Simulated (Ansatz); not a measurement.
Data:

```
CELL_PARAMETERS angstrom
      4.99743     0.00000     0.00000
      0.00000     4.99743     0.00000
      0.00000     0.00000     3.36047
ATOMIC_POSITIONS crystal
  Sn 0.00000 0.00000 0.00000
  Sn 0.50000 0.50000 0.50000
  O  0.31031 0.31031 0.00000
  O  0.81031 0.18969 0.50000
  O  0.18969 0.81031 0.50000
  O  0.68969 0.68969 0.00000
```

No spin polarisation.

All numbers come from Ansatz (an electronic-structure program), r2SCAN, PAW, cutoff 500 eV, spin-orbit coupling left out. Γ-centred 7×7×10 mesh, Fermi–Dirac width 0.05 eV.

Problem. Estimate the width of the top valence band.

Solution. 1.07 eV.

Problem. Predict the gap character.

Solution. Direct at Γ.

Problem. Predict the valence-band top at Γ (three highest levels, from the VBM).

Solution. 0.00, -0.63, -0.63 eV.

Problem. What is the computed hole mass?

Solution. 2.1 mₑ along c, 1.5 mₑ across (at Γ).

The cells carry an imposed strain or load. Effective masses come from finite differences of ±0.01 Å⁻¹. No phonon test of stability was made. The cell was made from SnO2 in the rutile structure (space group P4_2/mnm, No. 136) by this change: isotropic strain +4.99 %. The zero or small gap of SnO2 under isotropic strain +4.99 % can change with the level of theory.
